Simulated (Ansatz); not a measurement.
Input:

End structure of the (210) surface of litharge SnO in its 1x1 cell (cut with top plane O + Sn, bottom plane O + Sn), outermost plane spacing 0.86 Å in the ideal cut:

```
CELL_PARAMETERS angstrom
      4.76047     0.00000     0.00000
      0.00000     8.57604     0.00000
      0.00000     0.00000    27.50000
ATOMIC_POSITIONS crystal
  O  0.03307 0.27210 0.30313
  Sn 0.32766 0.79701 0.30649
  O  0.07359 0.61343 0.32750
  Sn 0.77371 0.11920 0.33407
  O  0.06149 0.91317 0.35653
  Sn 0.24910 0.39589 0.35445
  O  0.99149 0.19419 0.39975
  Sn 0.79499 0.70399 0.38293
  O  0.98245 0.50466 0.41649
  Sn 0.24036 0.00401 0.42813
  O  0.97464 0.80124 0.45086
  Sn 0.74501 0.30871 0.45396
  O  0.98035 0.09290 0.49096
  Sn 0.24434 0.60341 0.47897
  O  0.01965 0.40710 0.50904
  Sn 0.75566 0.89659 0.52103
  O  0.02536 0.69876 0.54914
  Sn 0.25499 0.19129 0.54604
  O  0.01755 0.99534 0.58351
  Sn 0.75964 0.49599 0.57187
  O  0.00851 0.30581 0.60025
  Sn 0.20501 0.79601 0.61707
  O  0.93851 0.58683 0.64347
  Sn 0.75090 0.10411 0.64555
  O  0.92641 0.88657 0.67250
  Sn 0.22629 0.38080 0.66593
  O  0.96693 0.22790 0.69687
  Sn 0.67234 0.70299 0.69351
```

Model: 28-atom slab, O14Sn14, 11.1 Å thick at the start, 6x3x1 mesh, Fermi-Dirac 0.025 eV, dipole correction, all atoms relaxed; start symmetry kept, larger cells not searched; no spin, no spin-orbit, no U.

### Question
Estimate the gap of the slab on its k-mesh that PBE with D3(BJ) dispersion run with Ansatz (a quantum-chemistry and plane-wave program) returns for this input.

### Answer
0.69 eV

### Question
Predict the surface energy (mean of both faces) from PBE with D3(BJ) dispersion.

### Answer
0.81 J/m²

### Question
What highest filled level below the top vacuum level does PBE with D3(BJ) dispersion give?

### Answer
4.74 eV
